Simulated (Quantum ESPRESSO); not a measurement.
Troubleshooting Quantum ESPRESSO: a failed run on YGa2 (P6/mmm, 3 atoms in the cell). The aim is a self-consistent single point with DFT, PBEsol, plane waves, PseudoDojo standard norm-conserving (PBESOL) pseudopotentials.

Cell that was meant: a = 4.2942 Å, b = 4.2942 Å, c = 4.1862 Å, α = 90.00°, β = 90.00°, γ = 120.00°.

Part of the input:

```fortran
  ibrav = 4
  A = 4.294170899
  C = 4.186231000
  nat = 4
  ntyp = 2
  ecutwfc = 80
  occupations = 'smearing'
```

Output (repeated stretches shortened):

```
     This program is part of the open-source Quantum ESPRESSO suite
     for quantum simulation of materials; please cite

 %%%%%%%%%%%%%%%%%%%%%%%%%%%%%%%%%%%%%%%%%%%%%%%%%%%%%%%%%%%%%%%%%%%%%%%%%%%%%%
     Error in routine read_cards (4):
     wrong number of columns in ATOMIC_POSITIONS
 %%%%%%%%%%%%%%%%%%%%%%%%%%%%%%%%%%%%%%%%%%%%%%%%%%%%%%%%%%%%%%%%%%%%%%%%%%%%%%

     stopping ...
```

Task: Read the log: what does the program object to, and what is the fix?

Result: The fault is an atom count that does not match the list of atoms; here the program stops on it instead of giving results. To fix it, make the count match the list. The program stopped before any SCF iteration.

The sound input it was made from differs as follows (other fixes are possible):
```diff
-  nat = 4
+  nat = 3
```

With that input, the run converged in 10 iterations: free energy E − TS -5267.0103 eV; Fermi level (on the code's own zero) 10.56 eV; pressure -6.55 GPa (DFT, PBEsol, plane waves, PseudoDojo standard norm-conserving (PBESOL) pseudopotentials).

On the sound input: the starting cell comes from a database of published, mostly measured structures (it also holds non-ambient and calculated ones), without a prior relaxation at this level. Its lattice was rescaled by a random factor within 2.5 % of one. With a pressure of about -7 GPa the cell is away from its equilibrium volume at this level.
